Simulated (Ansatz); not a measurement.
The starting structures come from a database of crystals and need not be the phases stable at ambient conditions.

Inside the gap of an insulator the Bloch states are evanescent, with a wavenumber k + iκ along the transport direction.

Given:

```xyz
10
Lattice="5.5223 0.0000 0.0000 0.0000 5.5223 0.0000 2.7612 -2.7612 3.9226" Properties=species:S:1:pos:R:3 pbc="T T T"
Sr     2.7612     0.0000     1.9613
Sr     5.5223     2.7612     1.9613
Ti     0.0000     0.0000     0.0000
Ti     2.7612     2.7612     0.0000
O      1.2648     1.4963     0.0000
O      4.2575     4.0260     0.0000
O      6.7872    -1.4963     3.9226
O      1.4963     4.2575     0.0000
O      2.7612     2.7612     1.9613
O      5.5223     0.0000     1.9613
```

Space group of this cell: I4/mcm. The cell is taken as given; by r2SCAN its mean pressure is -0.8 GPa.

Transport runs along the normal of the first two printed cell vectors, the (001) plane of the conventional cell.

The gap is the functional's own, uncorrected, and κ follows it; spin-orbit coupling is left out. Mid-gap values are interpolated between the computed energies.

Question: State the band gap and the smallest decay constant κ at mid-gap according to r2SCAN (Ansatz, an electronic-structure program).

Answer: Gap 2.33 eV on a 8×8×8 mesh; κ = 0.260 1/Å, at the zone centre.
